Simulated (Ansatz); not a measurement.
## Point defect Zn on the Al site + 1 H in wurtzite AlN

These are PBE, PAW (plane waves to 420 eV; Ansatz, a first-principles code) values and carry that method's errors. Cell and caveats: 96-site cell; 2×2×2 shifted k-points; start: the Al site; H antibonding at the neighbour; not converged in cell size; flagged in the runs: a host whose relaxation on this sampling wasn't shown to rest.

Neighbours after relaxation, in Å: of the Zn atom: N 1.97, N 1.97, N 1.99, N 2.38; of the H atom: N 1.04, Al 2.01, Al 2.01, Al 2.07, N 2.17, N 2.17.

The name describes the start; the neighbours show where the atoms ended.

| charge | moment (μB) | largest move off a lattice site (Å) |
|---|---|---|
| 0 | not spin-polarised | 0.31 |

Not the lowest form: the same atoms on another site or from another start ended lower, by 0.27 eV at charge 0.

Flagged in the runs: a host whose relaxation on this sampling wasn't shown to rest.
